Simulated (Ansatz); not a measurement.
Al2Au, pressure series

The parent structure is Al2Au (space group Fm-3m, No. 225; a = 6.0024 Å).

Cell and atoms are relaxed at each pressure.

Calculations: PBEsol (Ansatz, a first-principles code), scalar-relativistic without spin-orbit coupling.

Notes on the quantities. enthalpy: H = E + PV relative to the base's energy.

```csv
change,enthalpy,lattice parameter a
base,–,6.002 Å
pressure −2 GPa,-0.23 eV/atom,6.039 Å
pressure −1 GPa,-0.11 eV/atom,6.020 Å
pressure 0.3 GPa,+0.03 eV/atom,5.997 Å
pressure 0.7 GPa,+0.08 eV/atom,5.990 Å
pressure 1.5 GPa,+0.17 eV/atom,5.977 Å
pressure 3 GPa,+0.33 eV/atom,5.954 Å
pressure 5 GPa,+0.55 eV/atom,5.924 Å
pressure 7.5 GPa,+0.82 eV/atom,5.890 Å
pressure 10 GPa,+1.08 eV/atom,5.858 Å
```

Load acts through the strain it causes; cell and atoms are relaxed under it. No phonon test of stability was made. No other phases were tried under pressure.
